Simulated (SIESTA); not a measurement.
A self-consistent single point of Cu (Fm-3m, 1 atom in the cell) with SIESTA.

Level of theory: GGA PBE, numerical atomic orbitals DZP, PseudoDojo PBE standard norm-conserving potentials (rewritten from UPF to PSML) (SIESTA 5.4.2).

The change in words: lattice scaled by 0.98. Reference geometry:
```
CELL_PARAMETERS angstrom
      0.00000     1.80500     1.80500
      1.80500     0.00000     1.80500
      1.80500     1.80500     0.00000
ATOMIC_POSITIONS crystal
  Cu 0.00000 0.00000 0.00000
```

Reference input (self-consistent single point, DFT, GGA PBE, numerical atomic orbitals DZP, PseudoDojo PBE standard norm-conserving potentials (rewritten from UPF to PSML)): XC.functional = GGA; XC.authors = PBE; potentials = PseudoDojo PBE standard; PAO.BasisSize = DZP; PAO.EnergyShift = 0.005 Ry; MeshCutoff = 400 Ry; kgrid.MonkhorstPack = 21 21 21; OccupationFunction = MP; OccupationMPOrder = 0; ElectronicTemperature = 2320.9 K; MaxSCFIterations = 150; SCF.Mixer.Method = Pulay. This run's input differs from it in these lines:

```diff
@@ -11,5 +11,5 @@
 %block LatticeVectors
-     0.000000000    1.805000000    1.805000000
-     1.805000000    0.000000000    1.805000000
-     1.805000000    1.805000000    0.000000000
+     0.000000000    1.768900000    1.768900000
+     1.768900000    0.000000000    1.768900000
+     1.768900000    1.768900000    0.000000000
 %endblock LatticeVectors
```

Log, with long lists cut:

```
        iscf     Eharris(eV)        E_KS(eV)     FreeEng(eV)     dDmax    Ef(eV) dHmax(eV)
   scf:    1    -5131.733633    -5150.897033    -5150.909065  1.225446  1.957884 20.112937
   scf:    2    -5158.887524    -5155.171824    -5155.181199  0.478102  0.753191 13.776718
   scf:    3    -5160.126366    -5158.860836    -5158.867377  0.641271 -1.377496  0.320517
   scf:    4    -5158.848112    -5158.857042    -5158.863609  0.030211 -1.499341  0.359290
   scf:    5    -5158.863673    -5158.861446    -5158.867980  0.013990 -1.572528  0.080722
   scf:    6    -5158.861323    -5158.861467    -5158.867997  0.006016 -1.540350  0.051955
   scf:    7    -5158.861535    -5158.861520    -5158.868052  0.002347 -1.547265  0.000462
mix: Pulay -- inversion failed, > SVD [rank/size] 3 / 6
   scf:    8    -5158.861520    -5158.861520    -5158.868052  0.000014 -1.547205  0.000151
SCF Convergence by DM+H criterion
max |DM_out - DM_in|         :     0.0000138067
max |H_out - H_in|      (eV) :     0.0001508860
SCF cycle converged after 8 iterations

Using DM_out to compute the final energy and forces

siesta: E_KS(eV) =            -5158.8615

siesta: E_KS - E_eggbox =     -5158.8615

siesta: Atomic forces (eV/Ang):
     1    0.000000    0.000000    0.000000
   Tot    0.000000    0.000000    0.000000
   Max    0.000000
   Res    0.000000    sqrt( Sum f_i^2 / 3N )
   Max    0.000000    constrained

Stress tensor Voigt[x,y,z,yz,xz,xy] (kbar):     -102.88     -102.88     -102.88       -0.15       -0.15       -0.15
(Free)E + p*V (eV/cell)    -5158.1572
Target enthalpy (eV/cell)    -5158.8681

siesta: Program's energy decomposition (eV):
siesta: FreeEng =     -5158.868052

siesta: Stress tensor (static) (eV/Ang**3):
   [... lines left out ...]
siesta: Cell volume =         11.069802 Ang**3
siesta:         102.88129143        102.88129143  kBar
   [... lines left out ...]
               3dz2    3dxz    3dx2-y2
   1 19.000   1.923   0.395  -0.070   1.997   1.997   1.997   0.393   0.393
              0.393   1.823   1.823   1.836   1.823   1.836   0.082   0.082

              0.098   0.082   0.098

mulliken: Qtot =       19.000

Mulliken Atomic Populations:
Atom #   charge [q] valence [e]  Species
     1    -0.000000   19.000000  Cu
 Total    -0.000000
```

The run converged in 8 iterations. Against the reference run the free energy goes up by 17.2 meV/atom and the pressure goes from -1.80 to 10.29 GPa.

The starting cell has typed, rounded lattice constants, without a prior relaxation at this level. For this run, on top of that: lattice scaled by 0.98. Spin polarisation is off. Values carry the incompleteness of an atom-centred basis. With a pressure of about 10 GPa the cell is away from its equilibrium volume at this level.

Cost on one core of a shared machine: roughly 2 min.
